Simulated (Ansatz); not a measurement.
Gap of an H-capped Ge nanowire along [100], 9 atoms a period besides the caps at several levels, all on one geometry.

Levels: PBE (plane waves to 420 eV, PAW; Ansatz, an electronic-structure program); PBE with spin-orbit coupling in Ansatz; r2SCAN (plane waves to 500 eV, PAW; Ansatz); HSE06 in Ansatz. Unmarked values and the geometry are of the first. Mesh 1×1×6. No spin polarisation. It repeats along c; a and b span vacuum. An idealised model, cut from the bulk lattice. Only distortions within the start's symmetry and period were free. Values not marked SOC lack spin–orbit coupling. HSE06 ran on a 1×1×3 mesh and at PBE's edge points.

| level | gap (eV) |
|---|---|
| PBE | 3.79 |
| PBE+SOC | 3.75 |
| r2SCAN | 4.21 |
| HSE06 | [?] |

Task: What belongs in the gaps?

Result: 
- HSE06, gap (eV): 4.70
